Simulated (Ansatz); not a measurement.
Functionals compared on H2O on the (0001) surface of wurtzite GaN (2x2 with 3 H on 4 top atoms; a constructed slab, bottom: 3 H on 4 bottom sites), one in a cell of 36 Å², started at the site 'hollow H', in Ansatz (plane waves, PAW). The structure was relaxed with PBE; the other rows are single points on it, each with its references at the same level. Cutoff 420 eV (500 eV for r2SCAN).

Host crystal: wurtzite GaN, with a band gap (PBE, scalar-relativistic without spin-orbit coupling).

Model: 49-atom slab, 13.8 Å thick at the start with caps and adatoms under the adsorbate (thin: gaps and levels are the slab's own), 4x4x1 mesh, Fermi-Dirac 0.01 eV, dipole correction, 23 atoms held, the rest relaxed; no symmetry held; no spin, no spin-orbit, no U, no dispersion correction. At the end it is bonded to Ga. In PBE it is, or lies within 0.03 eV of, the lowest of the starts that converged. These notes are the PBE run's. Adsorption energies are against H2O(g). A negative adsorption energy means that the adsorbate is more stable on the surface than in its reference.

| functional | adsorption energy (eV) | gap of the slab on its k-mesh (eV) | highest filled level below the top vacuum level (eV) |
|---|---|---|---|
| PBE | -0.97 | 1.98 | 5.70 |
| RPBE | -0.69 | 2.00 | 5.63 |
| r2SCAN | -1.21 | 2.41 | 5.93 |

Ansatz is a first-principles code.
